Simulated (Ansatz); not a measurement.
The starting structures come from a database of crystals and need not be the phases stable at ambient conditions.

Tunnelling through a barrier is set by its complex band structure: the current falls as exp(−2κd) with the smallest κ.

Input:

```yaml
crystal:
  lattice:
    - [6.46137, -0.02890, 0.03367]
    - [-0.71127, 6.47728, -0.09755]
    - [0.71127, 0.88631, 6.41709]
  atoms:
    - { symbol: Sc, position: [0.00000, 0.55109, 0.55109] }
    - { symbol: Tl, position: [0.50000, 0.15387, 0.15387] }
    - { symbol: P, position: [0.90954, 0.70910, 0.10243] }
    - { symbol: P, position: [0.09046, 0.10243, 0.70910] }
    - { symbol: S, position: [0.70362, 0.68442, 0.36649] }
    - { symbol: S, position: [0.29638, 0.36649, 0.68442] }
    - { symbol: S, position: [0.83020, 0.16805, 0.58255] }
    - { symbol: S, position: [0.16980, 0.58255, 0.16805] }
    - { symbol: S, position: [0.00000, 0.04170, 0.04170] }
    - { symbol: S, position: [0.75045, 0.61289, 0.87236] }
    - { symbol: S, position: [0.24955, 0.87236, 0.61289] }
```

Space group of this cell: C2. The cell was relaxed by PBE-D3(BJ).

Transport runs along the normal of the first two printed cell vectors.

The gap is the functional's own, uncorrected, and κ follows it; spin-orbit coupling is left out. Mid-gap values are interpolated between the computed energies.

Predict the band gap and the smallest decay constant κ at mid-gap from Ansatz (an electronic-structure program) with r2SCAN.

Gap 2.34 eV on a 6×6×6 mesh; κ = 0.248 1/Å, at the zone centre.
